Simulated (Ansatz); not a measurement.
System: interstitial Zn in anatase TiO2 (charge state +2). Computed with PBE, PAW (plane waves to 420 eV; Ansatz, a first-principles code).

Settings: 108 host sites, the relaxed PBE lattice, the Γ point alone, smearing 0.01 eV, spin-restricted, no image-charge correction. Static, classical nuclei. The charge state is imposed; whether it is stable for some Fermi level was not computed. Sites that were not tried may lie lower.

Barriers: single points on a 2×2×2 k-point mesh shifted by half a step at the bands' geometries.

Relaxed starting cell (atoms counted from 1):

```yaml
crystal:
  lattice:
    - [11.39627, 0.00000, 0.00000]
    - [0.00000, 11.39627, 0.00000]
    - [0.00000, 0.00000, 9.70070]
  atoms:
    - { symbol: Ti, position: [0.99830, 0.16532, 0.25384] }
    - { symbol: Ti, position: [0.99780, 0.49965, 0.25166] }
    - { symbol: Ti, position: [0.99831, 0.83416, 0.25389] }
    - { symbol: Ti, position: [0.33441, 0.16532, 0.25386] }
    - { symbol: Ti, position: [0.33499, 0.49978, 0.25166] }
    - { symbol: Ti, position: [0.33439, 0.83409, 0.25383] }
    - { symbol: Ti, position: [0.66633, 0.16617, 0.24890] }
    - { symbol: Ti, position: [0.66639, 0.49975, 0.24924] }
    - { symbol: Ti, position: [0.66635, 0.83328, 0.24889] }
    - { symbol: Ti, position: [0.99846, 0.99987, 0.99830] }
    - { symbol: Ti, position: [0.99086, 0.32371, 0.00100] }
    - { symbol: Ti, position: [0.99097, 0.67597, 0.00117] }
    - { symbol: Ti, position: [0.33422, 0.99972, 0.99838] }
    - { symbol: Ti, position: [0.34156, 0.32363, 0.00108] }
    - { symbol: Ti, position: [0.34160, 0.67584, 0.00097] }
    - { symbol: Ti, position: [0.66632, 0.99976, 0.00025] }
    - { symbol: Ti, position: [0.66620, 0.33311, 0.00082] }
    - { symbol: Ti, position: [0.66633, 0.66642, 0.00078] }
    - { symbol: O, position: [0.99873, 0.16439, 0.04287] }
    - { symbol: O, position: [0.00564, 0.49969, 0.03959] }
    - { symbol: O, position: [0.99870, 0.83519, 0.04281] }
    - { symbol: O, position: [0.33395, 0.16436, 0.04284] }
    - { symbol: O, position: [0.32689, 0.49976, 0.03960] }
    - { symbol: O, position: [0.33385, 0.83512, 0.04285] }
    - { symbol: O, position: [0.66619, 0.16665, 0.04260] }
    - { symbol: O, position: [0.66634, 0.49976, 0.04288] }
    - { symbol: O, position: [0.66633, 0.83282, 0.04259] }
    - { symbol: O, position: [0.16638, 0.16739, 0.29251] }
    - { symbol: O, position: [0.16636, 0.49975, 0.29389] }
    - { symbol: O, position: [0.16637, 0.83220, 0.29251] }
    - { symbol: O, position: [0.50037, 0.16561, 0.29322] }
    - { symbol: O, position: [0.49977, 0.49979, 0.29241] }
    - { symbol: O, position: [0.50037, 0.83393, 0.29321] }
    - { symbol: O, position: [0.83233, 0.16564, 0.29320] }
    - { symbol: O, position: [0.83294, 0.49976, 0.29244] }
    - { symbol: O, position: [0.83235, 0.83394, 0.29322] }
    - { symbol: O, position: [0.99934, 0.99976, 0.20830] }
    - { symbol: O, position: [0.99645, 0.33280, 0.20580] }
    - { symbol: O, position: [0.99647, 0.66672, 0.20570] }
    - { symbol: O, position: [0.33340, 0.99974, 0.20826] }
    - { symbol: O, position: [0.33629, 0.33281, 0.20574] }
    - { symbol: O, position: [0.33627, 0.66671, 0.20578] }
    - { symbol: O, position: [0.66636, 0.99975, 0.20639] }
    - { symbol: O, position: [0.66634, 0.33314, 0.20697] }
    - { symbol: O, position: [0.66638, 0.66638, 0.20697] }
    - { symbol: O, position: [0.99954, 0.16738, 0.45689] }
    - { symbol: O, position: [0.99995, 0.49975, 0.45653] }
    - { symbol: O, position: [0.99956, 0.83201, 0.45690] }
    - { symbol: O, position: [0.33324, 0.16744, 0.45691] }
    - { symbol: O, position: [0.33284, 0.49972, 0.45648] }
    - { symbol: O, position: [0.33322, 0.83197, 0.45690] }
    - { symbol: O, position: [0.66637, 0.16679, 0.45781] }
    - { symbol: O, position: [0.66637, 0.49976, 0.45739] }
    - { symbol: O, position: [0.66636, 0.83260, 0.45782] }
    - { symbol: Ti, position: [0.16644, 0.99972, 0.75262] }
    - { symbol: Ti, position: [0.16652, 0.32581, 0.74415] }
    - { symbol: Ti, position: [0.16648, 0.67359, 0.74407] }
    - { symbol: Ti, position: [0.50071, 0.99970, 0.74977] }
    - { symbol: Ti, position: [0.50021, 0.33299, 0.74651] }
    - { symbol: Ti, position: [0.50029, 0.66646, 0.74653] }
    - { symbol: Ti, position: [0.83210, 0.99974, 0.74980] }
    - { symbol: Ti, position: [0.83270, 0.33297, 0.74647] }
    - { symbol: Ti, position: [0.83285, 0.66648, 0.74649] }
    - { symbol: Ti, position: [0.16626, 0.16382, 0.49600] }
    - { symbol: Ti, position: [0.16619, 0.49972, 0.49869] }
    - { symbol: Ti, position: [0.16625, 0.83572, 0.49604] }
    - { symbol: Ti, position: [0.50124, 0.16556, 0.50047] }
    - { symbol: Ti, position: [0.50034, 0.49977, 0.50007] }
    - { symbol: Ti, position: [0.50119, 0.83398, 0.50044] }
    - { symbol: Ti, position: [0.83128, 0.16551, 0.50043] }
    - { symbol: Ti, position: [0.83199, 0.49976, 0.50008] }
    - { symbol: Ti, position: [0.83124, 0.83399, 0.50046] }
    - { symbol: O, position: [0.16655, 0.99974, 0.53841] }
    - { symbol: O, position: [0.16650, 0.33411, 0.54418] }
    - { symbol: O, position: [0.16654, 0.66538, 0.54419] }
    - { symbol: O, position: [0.49928, 0.99973, 0.54198] }
    - { symbol: O, position: [0.49981, 0.33325, 0.54287] }
    - { symbol: O, position: [0.49979, 0.66625, 0.54291] }
    - { symbol: O, position: [0.83380, 0.99973, 0.54198] }
    - { symbol: O, position: [0.83335, 0.33323, 0.54289] }
    - { symbol: O, position: [0.83339, 0.66626, 0.54292] }
    - { symbol: O, position: [0.99950, 0.99981, 0.79301] }
    - { symbol: O, position: [0.99940, 0.32931, 0.79399] }
    - { symbol: O, position: [0.99943, 0.67021, 0.79390] }
    - { symbol: O, position: [0.33305, 0.99981, 0.79299] }
    - { symbol: O, position: [0.33312, 0.32924, 0.79388] }
    - { symbol: O, position: [0.33312, 0.67024, 0.79396] }
    - { symbol: O, position: [0.66627, 0.99979, 0.79265] }
    - { symbol: O, position: [0.66627, 0.33315, 0.79258] }
    - { symbol: O, position: [0.66627, 0.66636, 0.79262] }
    - { symbol: O, position: [0.16609, 0.16366, 0.70462] }
    - { symbol: O, position: [0.16619, 0.49974, 0.71960] }
    - { symbol: O, position: [0.16610, 0.83585, 0.70464] }
    - { symbol: O, position: [0.50042, 0.16601, 0.70646] }
    - { symbol: O, position: [0.49786, 0.49976, 0.70686] }
    - { symbol: O, position: [0.50041, 0.83348, 0.70648] }
    - { symbol: O, position: [0.83180, 0.16600, 0.70645] }
    - { symbol: O, position: [0.83427, 0.49974, 0.70689] }
    - { symbol: O, position: [0.83179, 0.83351, 0.70649] }
    - { symbol: O, position: [0.16632, 0.99973, 0.95650] }
    - { symbol: O, position: [0.16633, 0.32786, 0.95855] }
    - { symbol: O, position: [0.16625, 0.67159, 0.95859] }
    - { symbol: O, position: [0.49980, 0.99964, 0.95687] }
    - { symbol: O, position: [0.50069, 0.33384, 0.95786] }
    - { symbol: O, position: [0.50073, 0.66572, 0.95793] }
    - { symbol: O, position: [0.83279, 0.99977, 0.95689] }
    - { symbol: O, position: [0.83184, 0.33365, 0.95792] }
    - { symbol: O, position: [0.83191, 0.66572, 0.95788] }
    - { symbol: Zn, position: [0.16620, 0.49976, 0.95537] }
```
Cell charge +2.

End state 1 differs by these moves (Å; atoms that move under 0.08 Å are left out):

| atom | element | Δx | Δy | Δz |
|---|---|---|---|---|
| 11 | Ti | 0.10 | 0.03 | 0.05 |
| 12 | Ti | 0.10 | -0.03 | 0.04 |
| 14 | Ti | -0.10 | 0.11 | 0.02 |
| 15 | Ti | -0.10 | -0.11 | 0.02 |
| 20 | O | -0.07 | 0.00 | -0.09 |
| 56 | Ti | 0.10 | -0.03 | 0.04 |
| 57 | Ti | 0.10 | 0.03 | 0.05 |
| 62 | Ti | -0.10 | -0.11 | 0.02 |
| 63 | Ti | -0.10 | 0.11 | 0.02 |
| 92 | O | -0.07 | 0.00 | -0.09 |
| 109 | Zn | -1.90 | 0.00 | -1.56 |

Q: Predict the forward and backward barriers to end state 1 from PBE, PAW.

A: forward 0.57 eV, backward 0.57 eV; at the saddle point atom 109 has neighbours 2 O at 1.95, 4 O at 2.16 Å. The saddle point's order was not checked, and it lies on a symmetry element of the cell, where a band can be held.
